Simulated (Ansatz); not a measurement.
Where the default PAW files enter, the runs use the earlier of Ansatz's two default sets.

By PBEsol, the system below comes out a metal.

The ballistic (Sharvin) conductance counts the channels at the Fermi level: G/A = (e²/h) × channels of both spins per area.

```xyz
6
Lattice="3.6008 0.0000 0.0000 0.0000 3.6365 0.0000 1.8004 0.0000 6.8945" Properties=species:S:1:pos:R:3 pbc="T T T"
Ti     3.6008     2.7274     1.4219
Ti     1.8004     0.9091     5.4726
Si     3.6008     2.7274     6.0913
Si     1.8004     0.9091     0.8032
Si     1.8004     2.7274     3.4515
Si     3.6008     0.9091     3.4430
```

Space group of this cell: Cmcm. The cell is strained (all lengths scaled by 1.02); by PBEsol its mean pressure is -9.5 GPa.

The current flows along the normal of the first two printed cell vectors. No spin-orbit coupling; the value is a mean over 0.1 eV about the Fermi level.

**Question.** Give the ballistic conductance per area that PBEsol (Ansatz, a first-principles code) yields.

**Answer.** 0.21 × 10¹⁵ S/m² for both spins.
